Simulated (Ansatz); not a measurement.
Data:

```
ZrS2
1.0
    3.47074     0.00000     0.00000
   -1.73537     3.00575     0.00000
    0.00000     0.00000     5.37393
Zr S
1 2
Cartesian
  0.00000   0.00000   0.00000
  0.00000   2.00383   1.50277
  1.73537   1.00192   3.87116
```

No spin polarisation.

Computed with PBEsol-D3(BJ), PAW, 420 eV (Ansatz, an electronic-structure program; no SOC). k-mesh 11×11×6 (Γ-centred); smearing 0.05 eV (Fermi–Dirac).

**Question.** Predict the band gap, pressure and space group.

**Answer.** Band gap: zero
Pressure (mean of the normal stresses, compression positive): 5.8 GPa
Space group: P-3m1 (No. 164)

A case with no gap was solved on a k-mesh chosen for an insulator, which is coarse for it. The cells carry an imposed strain or load. Whether these cells are dynamically stable was not tested. All final runs are without spin polarisation. The cell was made from ZrS2 in the CdI2 type structure (space group P-3m1, No. 164; layered, stacked along the Cartesian z axis) by this change: isotropic strain −3.00 %. The zero or small gap of ZrS2 can change with the level of theory.
